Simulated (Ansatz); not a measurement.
The starting structures come from a database of crystals and need not be the phases stable at ambient conditions.

 Where the default PAW files enter, the runs use the earlier of Ansatz's two default sets.

Crystal: NaCoO₂ (R-3m, not sure to be the ambient phase, 4 atoms a cell, 9.3 Å³ an atom); planes in its conventional cell.

Level of theory: PBEsol (plane waves, PAW; Ansatz, a quantum-chemistry and plane-wave program).

The gap is the functional's own. No spin-orbit coupling. Mid-gap values are interpolated on the energy grid.

| plane | area of the cell (Å²) | mid-gap κ (1/Å) | largest κ in the gap (1/Å) |
|---|---|---|---|
| (001) | 7.2 | 0.31 | 0.32 |
| (110) | 25.7 | … | 0.31 |
| (100) | 44.5 | … | … |

The slowest decay depends on the direction. Supply the withheld values.


- (110), mid-gap κ (1/Å): 0.27
- (100), mid-gap κ (1/Å): 0.24
- (100), largest κ in the gap (1/Å): 0.28
